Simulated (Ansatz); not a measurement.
We consider CsCl-type FeAl, described by r²SCANh in Ansatz (PAW).

Input:

Ansatz 0.2 input:
```yaml
crystal:
  lattice:
    - [2.8289393388, 0.0, 0.0]
    - [0.0, 2.8289393388, 0.0]
    - [0.0, 0.0, 2.8289393388]
  atoms:
    - { symbol: Al, position: [0.5, 0.5, 0.5] }
    - { symbol: Fe, position: [0.0, 0.0, 0.0] }
basis:
  ecutwfc: 520
  ecutrho_ratio: 4
  xc_grid: 3
kpoints:
  mp_grid: { grid: [10, 10, 10] }
hamiltonian:
  xc: r2scanh
  dispersion: none
  pseudopotentials: { kind: paw }
scf:
  occupations: { method: fermi_dirac, width: 0.05 }
  convergence: { dr2_threshold: 0.0000000002 }
output:
  forces: true
  stress: true
  eigenvalues: true
```

Q: How many irreducible k-points, plane waves at Γ does the program set up, and what pressure does the run end with?

A: 56 irreducible k-points, 619 plane waves at Γ; P = 0.14 GPa, so the cell is compressed on average and its volume would grow at this level.

The run printed, among other lines:

```
WARN output.stress: scf.exx.energy_threshold = 1e-6 eV is looser than the 2e-8 eV advised for a stress under a hybrid functional (1e-8 eV for each atom of the …
Crystal: 2 atoms, lattice volume = 22.640 Å³
Basis set: ecut = 520 eV, 619 PW (Γ), exchange–correlation on 72×72×72 points (27 copies of the dense FFT grid, shifted against one another)
Bands: 14, of which v1, the nominal top of the filled ones, is band 10 counted from 1 (9 counted from 0)
Symmetry: 48 space group operations
Space group: Pm-3m (ITA 221), of the structure as read, at distance tolerance 2.8e-5 Å
k-points: 56 of 1000
Functional: x = r2scan, c = r2scan; τ floored in thin density (d = 2e-4 eV/Å³), warm-up for x = 0.9 r2scan + 0.1 exact, c = r2scan; τ floored in thin density (d = 2e-4 eV/Å³)
SCF iter   1: F=—  HF=-5026.384848 eV  |F-HF|=—  |Δ(HF+E_count)|=         —  Δρ=7.09e-3  dr2=3.32e-3  dr2_τ=7.42e-2
SCF iter   2: F=—  HF=-5026.453811 eV  |F-HF|=—  |Δ(HF+E_count)|=   6.90e-2  Δρ=9.89e-3  dr2=1.56e-2  dr2_τ=1.39e-4
  ...
SCF 1 converged in 10 iterations: F = -5026.452693 eV  dr2 = 4.39e-11
Crystal: 2 atoms, lattice volume = 22.640 Å³
Initial density: handed on by an earlier stage of this run
Functional: x = 0.9 r2scan + 0.1 exact, c = r2scan; τ floored in thin density (d = 2e-4 eV/Å³)
Crystal: 2 atoms, lattice volume = 22.640 Å³
SCF iter   7: F=—  HF=-5024.906562 eV  |F-HF|=—  |Δ(HF+E_count)|=   2.46e-9  Δρ=2.20e-6  dr2=8.54e-10  dr2_τ=4.97e-11
SCF iter   8: F=-5024.906562 eV  HF=-5024.906562 eV  |F-HF|=6.82e-11  |Δ(HF+E_count)|=  9.19e-11  Δρ=5.49e-7  dr2=2.71e-11  dr2_τ=7.34e-12
SCF 3 converged in 8 iterations: F = -5024.906562 eV  dr2 = 2.71e-11
Free energy (F): -5024.906563 eV
Internal energy: -5024.895442 eV  (E = F + TS)
E sigma→0 (E₀):  -5024.901002 eV
Fermi energy:    14.218906 eV
--- Forces (eV/Å), atoms counted from 1 ---
  atom   1  Al     0.00000000    -0.00000000     0.00000000
  atom   2  Fe    -0.00000000     0.00000000    -0.00000000
--- Stress (GPa, compression-positive) ---
        0.144106       0.000000      -0.000000
       -0.000000       0.144106       0.000000
        0.000000       0.000000       0.144106
  P = ⅓ Tr σ = 0.1441 GPa (1.441 kbar)
```

The cell is one volume of an energy–volume scan, off the minimum.

The PAW data were made under PBE.

Note: the run has no spin polarisation, so it can have missed a magnetic state. Note: the run warned that the count of filled bands differs between k points.

The result took about 2.2 core-minutes (a rough figure).

Ansatz is a first-principles code.
